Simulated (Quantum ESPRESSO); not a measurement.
## Short convergence ladders for Li2HfO3 (Cm, 6 atoms in the cell)

```xyz
6
Lattice="4.8062 -2.0901 0.0000 4.8062 2.0901 0.0000 -0.0690 0.0000 3.1976" Properties=species:S:1:pos:R:3 pbc="T T T"
Li     6.2774     0.0000     1.6718
Li     3.2660     0.0000     1.5758
Hf     0.0000     0.0000     0.0000
O      8.2305     0.0000     1.5690
O      1.3129     0.0000     1.6286
O      4.8062     0.0000     0.0000
```

Base method: PBEsol, GBRV 1.5 ultrasoft (PBESOL) pseudopotentials (plane waves; Quantum ESPRESSO).

Base settings: ecutwfc = 40 Ry; ecutrho = 320 Ry; occupations = smearing; smearing = fd; degauss = 0.00147 Ry; potentials = {Li: li_pbesol_v1.4.uspp.F.UPF, Hf: hf_pbesol_v1.uspp.F.UPF, O: o_pbesol_v1.2.uspp.F.UPF}; K_POINTS = automatic 3 3 3 0 0 0; conv_thr = 1e-09 Ry; mixing_beta = 0.4.

The count of work is k-points × plane waves × bands × iterations; it is no time. 

**The cutoff for other potential files**

Level: DFT, PBEsol, plane waves, PseudoDojo standard norm-conserving (PBESOL) pseudopotentials.

In this ladder: ecutrho = default; pseudopotentials = {Li: Li.upf, Hf: Hf.upf, O: O.upf}.

The second cell is the first with its lattice scaled by 0.98.

The mesh stays at the base's, so the ladder's end is converged at best in this setting alone.

Only quantities that move along the ladder and can be compared are tabulated; the gap is left out on so coarse a mesh.

| ecutwfc | free energy less the last step's (meV/atom) | energy of the compressed cell less the first (meV/atom) | pressure (GPa) | largest difference of a force vector from the last step's (eV/Å) | count of work / last |
|---|---|---|---|---|---|
| 38 Ry | 1944.92 | 18.24 | -94.86 | 0.257 | 0.11 |
| 47 Ry | 566.49 | 11.10 | -42.13 | 0.072 | 0.16 |
| 59 Ry | 79.41 | 4.76 | -12.23 | 0.009 | 0.21 |
| 72 Ry | 4.90 | 5.33 | -4.51 | 0.001 | 0.28 |
| 85 Ry | 0.33 | 5.34 | -3.68 | 0.001 | 0.35 |
| 102 Ry | 0.16 | 5.33 | -3.66 | 0.000 | 0.47 |
| 128 Ry | 0.08 | 5.33 | -3.66 | 0.000 | 0.71 |
| 170 Ry | 0.00 | 5.33 | -3.66 | 0.000 | 1.0 |

Coarsest ecutwfc that holds the energy of the compressed cell less the first within 0.2 meV/atom of the last step, with all finer ones: 72 Ry, at 0.28 of the last step's count of work; the step before is off by 0.57 meV/atom.

Coarsest ecutwfc that holds the forces within 0.005 eV/Å of the last step, with all finer ones: 72 Ry, at 0.28 of the last step's count of work; the step before is off by 0.009 eV/Å.

Coarsest ecutwfc that holds the pressure within 0.2 GPa of the last step, with all finer ones: 85 Ry, at 0.35 of the last step's count of work; the step before is off by 0.85 GPa.

The energy difference between the two cells stays within 1 meV/atom of the last step's from 59 Ry on, the total only from 85 Ry on: much of the error is common to both cells and cancels.

At the lowest cutoff the pressure lies 91.2 GPa under the last step's, the usual sign of Pulay stress in an incomplete plane-wave basis.

**The relaxed cell against the cutoff**

On Li₂HfO₃ (C2/m, 6 atoms in the cell): atoms on their sites.

In this ladder: calculation = vc-relax; tprnfor = default; tstress = default. Moved along: ecutrho.

The mesh stays at the base's, so the ladder's end is converged at best in this setting alone.

Only quantities that move along the ladder and can be compared are tabulated; the gap is left out on so coarse a mesh.

```tsv
ecutwfc	relaxed volume (Å³/atom)	relaxation steps
20 Ry	7.778	26
24 Ry	9.116	18
28 Ry	9.814	18
34 Ry	10.333	9
40 Ry	10.459	9
48 Ry	10.457	9
60 Ry	10.472	9
80 Ry	10.467	9
```

Coarsest ecutwfc that holds the relaxed volume within 0.052 Å³/atom of the last step, with all finer ones: 40 Ry; the step before is off by 0.13 Å³/atom.

At the lowest cutoff the cell relaxes to a volume 26 % smaller than at the highest.

On the base run: the starting cell comes from a database of computed structures (which also holds hypothetical and non-ambient phases and stackings), without a prior relaxation at this level. Its lattice was rescaled by up to half a per cent. One atom was moved a little off its site on purpose.
